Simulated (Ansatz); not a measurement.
Results of PBE0 (PAW; Ansatz, a first-principles code) for PbZrO₃ (Pm-3m, No. 221, 5 atoms in the cell; start mp-1068577; cubic high-temperature phase).

Settings: plane-wave cutoff 460 eV, 6×6×6 k mesh, Fermi–Dirac smearing 0.01 eV, scalar-relativistic PAW data made under PBE.

Cell (relaxed with PBEsol):

```
CELL_PARAMETERS angstrom
      4.14120     0.00000     0.00000
      0.00000     4.14120     0.00000
      0.00000     0.00000     4.14120
ATOMIC_POSITIONS crystal
  Zr 0.00000 0.00000 0.00000
  Pb 0.50000 0.50000 0.50000
  O  0.50000 0.00000 0.00000
  O  0.00000 0.50000 0.00000
  O  0.00000 0.00000 0.50000
```

Q: Predict the band gap and Γ–Γ gap.

A: 
band gap: 4.15 eV (on the SCF k mesh)
Γ–Γ gap: 6.58 eV

Note: held by symmetry at 0 K, a high-temperature phase can be a saddle point; cell and atoms aren't relaxed at this level (pressure 1.0 GPa).

Spin–orbit coupling is not included; with these elements it can move the gap by several tenths of an eV or more.

The computed numbers hold no vibrational or temperature effects.

Computing time: around 2.7 core-minutes (rough).

A start named mp-… is a Materials Project structure, which need not be a measured phase.
